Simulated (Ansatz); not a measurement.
A user runs Ansatz (a program for electronic structure) on SbAu₂ (P-62m, 9 atoms in the cell) and asks whether the run is sound. The aim is a self-consistent single point with DFT, PBE, plane waves, default PAW files.

Cell that was meant: a = 7.4345 Å, b = 7.4345 Å, c = 4.3479 Å, α = 90.00°, β = 90.00°, γ = 120.00°.

Part of the input:

Ansatz 0.2 input:
```yaml
    - { symbol: Sb, position: [0.33333300, 0.66666700, 0.00000000] }
    - { symbol: Sb, position: [0.66666700, 0.33333300, 0.00000000] }
basis:
  ecutwfc: 65.0
kpoints:
  mp_grid:
    grid: [4, 4, 6]
```

Output, abridged:

```
   [... lines left out ...]
Symmetry: 12 space group operations
Space group: P-62m (ITA 189), of the structure as read, at distance tolerance 5.9e-5 Å
k-points: 16 of 96 (time reversal used)
Initial density: superposition of atomic densities (neutral atoms: chi_scale 0, normalization atom), corrected by the library's trained network
Initial wavefunctions: pseudopotential atomic-orbital guess
Eigensolver: davidson
Functional: x = pbe(κ = 0.804, μ = 0.2195149727645171), c = pbe(β = 0.06672455060314922)
SCF iter   1: F=—  HF=-95541.126686 eV  |F-HF|=—  |Δ(HF+E_count)|=         —  Δρ=1.42e0  dr2=3.99e3  ethr=1.77e-3  ⟨swp⟩=1.0  Hψ=3942  notcnv=0
all-band conjugate gradients solve this SCF's bands
preconditioner: auto → LDOS
SCF iter   2: F=—  HF=-93171.257001 eV  |F-HF|=—  |Δ(HF+E_count)|=    2.37e3  S|Δr|=    0.00e0  Δρ=2.34e-1  dr2=1.89e2  ethr=1.77e-3  ⟨swp⟩=5.3  Hψ=7349  notcnv=0  defer=142
   [... lines left out ...]
SCF iter  12: F=—  HF=-93009.528153 eV  |F-HF|=—  |Δ(HF+E_count)|=   3.32e-6  S|Δr|=    0.00e0  Δρ=7.68e-5  dr2=1.39e-5  ethr=1.17e-9  ⟨swp⟩=2.0  Hψ=2278  notcnv=0  defer=140
SCF iter  13: F=—  HF=-93009.528151 eV  |F-HF|=—  |Δ(HF+E_count)|=   1.59e-6  S|Δr|=    0.00e0  Δρ=1.20e-5  dr2=3.66e-7  ethr=1.17e-9  ⟨swp⟩=2.1  Hψ=2280  notcnv=0  defer=140
SCF iter  14: F=-93009.528151 eV  HF=-93009.528151 eV  |F-HF|=1.11e-8  |Δ(HF+E_count)|=   4.45e-8  S|Δr|=    0.00e0  Δρ=3.25e-6  dr2=2.69e-8  ethr=6.29e-11  ⟨swp⟩=13.2  Hψ=6293  notcnv=0
SCF 1 converged in 14 iterations: F = -93009.528151 eV  dr2 = 2.69e-8
Stability not checked (fill_not_monotonic)
Free energy (F): -93009.528151 eV
Internal energy: -93009.526549 eV  (E = F + TS)
E sigma→0 (E₀):  -93009.527617 eV
Entropy (-TS):   -0.001602 eV (-0.178 meV/atom)
Fermi energy:    21.155094 eV
--- Forces (eV/Å), atoms counted from 1 ---
  atom   1  Au     1.33980208     0.00000000     0.00000000
  atom   2  Au    -0.66990104     1.16030263     0.00000000
  atom   3  Au    -0.66990104    -1.16030263     0.00000000
   [... lines left out ...]
  atom   9  Sb     0.00000000    -0.00000000     0.00000000
--- Stress (GPa, compression-positive) ---
     -322.180066       0.000000       0.000000
        0.000000    -322.180066       0.000000
        0.000000       0.000000    -281.761299
  P = ⅓ Tr σ = -308.7071 GPa (-3087.071 kbar)
  The stress holds the Pulay correction. Without it, at fixed plane waves, as pw.x and ABINIT print it: P = -3535.1698 GPa
```

Question: Is anything amiss in this input, and did it matter?

Answer: The run is not sound. The fault is a basis or grid far too coarse for these potentials. The error of an incomplete plane-wave basis or grid does not cancel at such settings. To fix it, restore the cutoff that the potentials need and check convergence. The run converged in 14 iterations without an error; against the sound input the free energy goes up by 593 eV/atom, the pressure goes from -3.26 to -308.7 GPa and the largest force goes from 0.186 to 2.450 eV/Å. At a fixed set of plane waves, without the program's Pulay estimate, the pressure is -3535.17 GPa against -3.31 GPa.

The sound input it was made from differs as follows (other fixes are possible):
```diff
-  ecutwfc: 65.0
+  ecutwfc: 420.0
```

With that input, the run converged in 7 iterations: free energy E − TS (on the zero of these files) -98347.7948 eV; Fermi level (on the code's own zero) 14.05 eV; pressure -3.26 GPa; largest force (vector length) 0.186 eV/Å (DFT, PBE, plane waves, default PAW files).

On the sound input: the starting cell was generated: these elements placed on a structure prototype, without a prior relaxation; it need not be a known phase or ordering of this composition. Spin-orbit coupling is off. With a pressure of about -3 GPa the cell is away from its equilibrium volume at this level. Ansatz's pressure includes its estimate of the finite-basis (Pulay) stress.
